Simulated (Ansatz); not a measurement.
**BAs (model structure, P6₂22, No. 180, 6 atoms in the cell)**

These are r²SCAN+SOC in Ansatz (PAW) values and carry that method's errors.

Settings: plane-wave cutoff 560 eV, 18×18×8 k mesh (along the axes of the cell as run), Fermi–Dirac smearing 0.05 eV, PAW data made under PBE.

Cell (relaxed with PBEsol):

```cif
data_As3B3
_chemical_formula_sum 'B3 As3'
_space_group_name_H-M_alt 'P 1'
_space_group_IT_number 1
_cell_length_a 3.42906
_cell_length_b 3.42906
_cell_length_c 7.40305
_cell_angle_alpha 90.000
_cell_angle_beta 90.000
_cell_angle_gamma 120.000
loop_
_space_group_symop_operation_xyz
  'x, y, z'
loop_
_atom_site_label
_atom_site_type_symbol
_atom_site_fract_x
_atom_site_fract_y
_atom_site_fract_z
_atom_site_occupancy
B1 B 0.50000 0.00000 0.66667 1
B2 B 0.00000 0.50000 0.33333 1
B3 B 0.50000 0.50000 0.00000 1
As1 As 0.50000 0.00000 0.16667 1
As2 As 0.00000 0.50000 0.83333 1
As3 As 0.50000 0.50000 0.50000 1
```

- band gap: 0.61 eV (on the SCF k mesh)

Note: the relaxation could raise the start's symmetry but not lower it, so the cell can be a saddle point; cell and atoms aren't relaxed at this level (pressure 2.7 GPa).

Computed values are for the static lattice.

The result took very roughly 13 core-minutes.

A model structure was made by putting elements into a prototype or built by hand; it is no filed structure, need not be a known phase, and can be a saddle point held by its symmetry.

Ansatz is a program for electronic structure.
